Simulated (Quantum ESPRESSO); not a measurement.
A self-consistent single point of TbHSe (P1, 3 atoms in the cell) with Quantum ESPRESSO.

Computed with PBEsol, SSSP 1.1.2 efficiency (PBE) pseudopotentials (plane waves; Quantum ESPRESSO).

The change in words: atoms moved at random. Reference geometry:
```
TbHSe
1.0
    3.80634     0.00000     0.00000
   -1.90317     3.29638     0.00000
    0.00000     0.00000     3.87490
Tb H Se
1 1 1
Cartesian
  0.00000   0.00000   0.00000
  0.00000   2.19759   0.00000
  1.90317   1.09879   1.93745
```
Moments meant for the start (each program seeds them in its own way; μB, in the order of the atoms Tb H Se): 6.0 0.0 0.0.

Reference input (self-consistent single point, DFT, PBEsol, plane waves, SSSP 1.1.2 efficiency (PBE) pseudopotentials): ecutwfc = 55 Ry; ecutrho = 440 Ry; occupations = smearing; smearing = fermi-dirac; degauss = 0.0036749 Ry; nspin = 2; input_dft = pbesol; potentials = {Tb: Tb.GGA-PBE-paw-v1.0.UPF, H: H.pbe-rrkjus_psl.1.0.0.UPF, Se: Se_pbe_v1.uspp.F.UPF}; K_POINTS = automatic 5 5 5 0 0 0; conv_thr = 1e-10 Ry; mixing_beta = 0.4. This run's input differs from it in these lines:

```diff
@@ -31,9 +31,9 @@
 CELL_PARAMETERS {bohr}
-   7.192935918     0.000000000     0.000000000
-  -3.596467959     6.229265233     0.000000000
+   7.192936358     0.000000000     0.000000000
+  -3.596468179     6.229264851     0.000000000
    0.000000000     0.000000000     7.322507319
 ATOMIC_POSITIONS {crystal}
-Tb    0.000000000    0.000000000    0.000000000
-H     0.333333333    0.666666667    0.000000000
-Se    0.666666667    0.333333333    0.500000000
+Tb    0.005041000   -0.000639000   -0.016330000
+H     0.336370000    0.659434000   -0.001046000
+Se    0.658589000    0.341205000    0.517376000
 K_POINTS {automatic}
```

Output, abridged:

```
     Self-consistent Calculation

     iteration #  1     ecut=    55.00 Ry     beta= 0.40

---- Real-time Memory Report at c_bands before calling an iterative solver
           513 MiB given to the printing process from OS
           132 MiB allocation reported by mallinfo(arena+hblkhd)
------------------

     Threshold (ethr) on eigenvalues was too large:
     Diagonalizing with lowered threshold

---- Real-time Memory Report at c_bands before calling an iterative solver
           595 MiB given to the printing process from OS
           157 MiB allocation reported by mallinfo(arena+hblkhd)
------------------

   [... lines left out ...]

     total magnetization       =     6.00 Bohr mag/cell
     absolute magnetization    =     6.01 Bohr mag/cell

     iteration #100     ecut=    55.00 Ry     beta= 0.40

---- Real-time Memory Report at c_bands before calling an iterative solver
           628 MiB given to the printing process from OS
           186 MiB allocation reported by mallinfo(arena+hblkhd)
------------------

     total energy              =    -765.73632186 Ry
     estimated scf accuracy    <       0.00001005 Ry

     total magnetization       =     6.00 Bohr mag/cell
     absolute magnetization    =     6.01 Bohr mag/cell
     End of self-consistent calculation

     convergence NOT achieved after 100 iterations: stopping

   JOB DONE.
```

The run ended unconverged after 100 iterations. 

The starting cell comes from a database of computed structures (which also holds hypothetical and non-ambient phases and stackings), without a prior relaxation at this level. Its lattice was rescaled by a random factor within 2.5 % of one. For this run, on top of that: atoms moved at random.

Cost on one core of a shared machine: roughly 20 min.
